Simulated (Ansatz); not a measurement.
The starting structures come from a database of crystals and need not be the phases stable at ambient conditions.

 Where the default PAW files enter, the runs use the earlier of Ansatz's two default sets.

By PBEsol, the system below comes out a metal.

The ballistic (Sharvin) conductance counts the channels at the Fermi level: G/A = (e²/h) × channels of both spins per area.

Input:

```yaml
crystal:
  lattice:
    - [3.13463, 0.00000, 0.00000]
    - [0.00000, 5.76267, 0.00000]
    - [1.56731, -2.88134, 2.94014]
  atoms:
    - { symbol: Sn, position: [0.75000, 0.50000, 0.00000] }
    - { symbol: Sn, position: [0.00000, 0.00000, 0.00000] }
```

Space group of this cell: Imma. The cell is strained (lengths across the current scaled by 0.98, ions clamped); by PBEsol its mean pressure is 0.8 GPa.

The current flows along the normal of the first two printed cell vectors. No spin-orbit coupling; the value is a mean over 0.1 eV about the Fermi level.

Q: Predict the ballistic conductance per area from PBEsol run with Ansatz (a first-principles code).

A: 0.85 × 10¹⁵ S/m² for both spins.
